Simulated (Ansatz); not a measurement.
C under a change: biaxial strain +3.61 %, plane normal [001], relaxed out of plane

Consider C in the graphite type structure (space group P6_3/mmc, No. 194; a = 2.458 Å, c = 6.563 Å; layered, stacked along the Cartesian z axis). Axes: x lies along a and z along c of the hexagonal cell.

It is then changed as follows: tensile biaxial strain of 3.61 % in the plane normal to [001], as in epitaxy on a mismatched substrate; the out-of-plane cell vector and the atoms relax.

All numbers come from DFT with PBEsol-D3(BJ), PAW potentials and a 420 eV plane-wave cutoff in Ansatz (a first-principles code), scalar-relativistic without spin-orbit coupling. Γ-centred 15×15×5 mesh, Fermi–Dirac width 0.05 eV.

- Volume per atom = 9.28 Å³ (base 8.59 Å³)
- Space group = P6_3/mmc (No. 194) (base P6_3/mmc (No. 194))
- Pressure (mean of the normal stresses, compression positive) = -26.8 GPa (base 0.0 GPa)
- Band gap = zero (base zero)
- Out-of-plane strain = +0.62 % (rough)
- Mean in-plane stress (compression positive) = -40.1 GPa (rough)

Final structure (turned so that z lies along the plane normal):

```yaml
crystal:
  lattice:
    - [2.54702, 0.00000, 0.00000]
    - [1.27351, 2.20579, 0.00000]
    - [0.00000, 0.00000, 6.60435]
  atoms:
    - { symbol: C, position: [0.00000, 0.00000, 0.25000] }
    - { symbol: C, position: [0.00000, 0.00000, 0.75000] }
    - { symbol: C, position: [0.33333, 0.33333, 0.25000] }
    - { symbol: C, position: [0.66667, 0.66667, 0.75000] }
```

A case with no gap was solved on a k-mesh chosen for an insulator, which is coarse for it. Without a gap, meshes like the base's 15×15×5 leave anisotropic stresses uncertain by several tenths of a GPa, and small strain energies with them. Whether these cells are dynamically stable was not tested.
